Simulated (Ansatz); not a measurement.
Output of an Ansatz run (abridged):

```
WARN ansatz: RAYON_NUM_THREADS=1 ignored (pool sized by the plan → 1); use --threads N
Pseudopotentials: kind: paw
Pseudopotential: Ca, paw, valence charge 10
Pseudopotential: C, paw, valence charge 4
Crystal: 3 atoms, lattice volume = 48.645 Å³
Basis set: ecut = 420 eV, 951 PW (Γ)
Bands: 13, of which v1, the nominal top of the filled ones, is band 9 counted from 1 (8 counted from 0)
Symmetry: 16 space group operations
Space group: I4/mmm (ITA 139), of the structure as read, at distance tolerance 3.7e-5 Å
k-points: 75 of 729
PAW frozen core: Ca, regenerated for the run's functional, and the local potential with it
PAW frozen core: C, regenerated for the run's functional, and the local potential with it
Initial density: superposition of atomic densities (neutral atoms: chi_scale 0, normalization atom), corrected by the library's trained network
Initial wavefunctions: pseudopotential atomic-orbital guess
Eigensolver: davidson
Functional: x = slater, c = lda
SCF iter   1: F=—  HF=-2258.264500 eV  |F-HF|=—  |Δ(HF+E_count)|=         —  Δρ=7.03e-3  dr2=2.58e-2  ethr=1.77e-3  ⟨swp⟩=5.9  Hψ=6143  notcnv=0
all-band conjugate gradients solve this SCF's bands
preconditioner: auto → none
SCF iter   2: F=—  HF=-2258.254820 eV  |F-HF|=—  |Δ(HF+E_count)|=   9.68e-3  Δρ=2.97e-3  dr2=1.86e-3  ethr=1.43e-4  ⟨swp⟩=2.1  Hψ=2111  notcnv=0
SCF iter   3: F=—  HF=-2258.254163 eV  |F-HF|=—  |Δ(HF+E_count)|=   6.57e-4  Δρ=1.18e-3  dr2=3.62e-4  ethr=1.03e-5  ⟨swp⟩=2.9  Hψ=1834  notcnv=0
SCF iter   4: F=—  HF=-2258.254035 eV  |F-HF|=—  |Δ(HF+E_count)|=   1.28e-4  Δρ=2.12e-4  dr2=1.60e-5  ethr=2.01e-6  ⟨swp⟩=2.0  Hψ=1267  notcnv=0
SCF iter   5: F=—  HF=-2258.254030 eV  |F-HF|=—  |Δ(HF+E_count)|=   5.22e-6  Δρ=2.35e-5  dr2=1.72e-7  ethr=8.87e-8  ⟨swp⟩=2.1  Hψ=1312  notcnv=0
SCF iter   6: F=-2258.254030 eV  HF=-2258.254030 eV  |F-HF|=7.04e-9  |Δ(HF+E_count)|=   6.40e-8  Δρ=4.75e-6  dr2=9.80e-9  ethr=5.56e-10  ⟨swp⟩=5.7  Hψ=4084  notcnv=0
SCF 1 converged in 6 iterations: F = -2258.254030 eV  dr2 = 9.80e-9
SCF converged after 6 iterations
Free energy (F): -2258.254030 eV
Harris-Foulkes:  -2258.254030 eV  (|F-HF|=7.04e-9)
Internal energy: -2258.254030 eV  (E = F + TS)
E sigma→0 (E₀):  -2258.254030 eV
Entropy (-TS):   -0.000000 eV (-0.000 meV/atom)
Fermi energy:    5.146109 eV
--- Per-component energies (eV) ---
  E_band       = -156.954899
  E_kinetic    = 448.750495
  E_local      = -968.202981  (includes V_loc(G=0)·N_el)
  E_nonlocal   = 124.827518
  E_hartree    = 301.376117
  E_xc         = -228.240598
  E_vxc        = -285.463641  (∫ρ·V_xc dr)
  E_paw        = -998.708015  (= ΣΔE_a)
  E_vpaw       = -79.618019  (= ΣTr[D̂ρ^β])
  E_aug_tail   = 0.000011  (compensation charges beyond the density's cutoff)
  E_ewald      = -938.465408
  E_core_change = 0.408831  (= ΣΔE_core)
  E_smearing   = -0.000000  (= −TS)
  E_closure    = -0.000000  (closes the sum)
  Σ components = -2258.254030   (vs F -2258.254030, Δ=0.00e0)
--- Forces (eV/Å), atoms counted from 1 ---
  atom   1  Ca    -0.00000000    -0.00000000     0.00000000
  atom   2  C      0.00000000     0.00000000    -0.32809999
  atom   3  C      0.00000000    -0.00000000     0.32809999
  max |Σ_I F_I| component: 5.55e-17 eV/Å
--- Stress (GPa, compression-positive) ---
       -4.617649      -0.000000       0.000000
        0.000000      -4.617649       0.000000
        0.000000      -0.000000      -7.901815
  P = ⅓ Tr σ = -5.7124 GPa (-57.124 kbar)
  The stress holds the Pulay correction. Without it, at fixed plane waves, as pw.x and ABINIT print it: P = -5.9747 GPa
--- Band table (eV; the first three rows and the last of 75) ---
  k-point 0: bands = ["-34.1168", "-15.3679", "-15.3679", "-15.2527", "-8.1335", "1.8215", "2.3943", "3.5593", "3.5593", "7.6303", "7.6303", "8.7131", "9.5420"]
  k-point 1: bands = ["-34.1148", "-15.3884", "-15.3770", "-15.2563", "-8.0563", "1.7548", "2.2435", "3.3578", "3.4441", "7.3193", "8.1222", "9.1047", "9.8610"]
  k-point 2: bands = ["-34.1100", "-15.4321", "-15.3999", "-15.2656", "-7.9032", "1.5720", "1.9491", "3.2192", "3.2392", "6.6715", "9.3781", "10.0416", "10.2493"]
  k-point 74: bands = ["-34.1082", "-15.4074", "-15.3904", "-15.3537", "-7.8354", "0.1556", "2.7173", "2.8991", "4.4474", "7.8759", "10.4571", "10.8251", "11.0576"]
```

The structure:

```
CELL_PARAMETERS angstrom
     -1.94397     1.94397     3.21812
      1.94397    -1.94397     3.21812
      1.94397     1.94397    -3.21812
ATOMIC_POSITIONS crystal
  Ca 0.00000 0.00000 0.00000
  C  0.59789 0.59789 0.00000
  C  0.40211 0.40211 0.00000
```

Task: Reconstruct the input of this run.

Result: Other spellings and defaults could give the same log, and not every line can be read from it. The input that was run (DFT, LDA (PW92), plane waves, default PAW files made with PBE):

Ansatz 0.2 input:
```yaml
# CaC2
crystal:
  lattice:
    - [-1.94397100, 1.94397100, 3.21812100]
    - [1.94397100, -1.94397100, 3.21812100]
    - [1.94397100, 1.94397100, -3.21812100]
  atoms:
    - { symbol: Ca, position: [0.00000000, 0.00000000, 0.00000000] }
    - { symbol: C, position: [0.59789000, 0.59789000, 0.00000000] }
    - { symbol: C, position: [0.40211000, 0.40211000, 0.00000000] }
basis:
  ecutwfc: 420.0
kpoints:
  mp_grid:
    grid: [9, 9, 9]
hamiltonian:
  xc: lda
  pseudopotentials:
    kind: paw
scf:
  occupations:
    method: fermi_dirac
    width: 0.05
output:
  forces: true
  eigenvalues: true
  stress: true
```

The starting cell comes from a database of computed structures (which also holds hypothetical and non-ambient phases and stackings), without a prior relaxation at this level. Its lattice was rescaled by up to half a per cent. With a pressure of about -6 GPa the cell is away from its equilibrium volume at this level. Ansatz's pressure includes its estimate of the finite-basis (Pulay) stress.

Ansatz is a program for electronic structure.
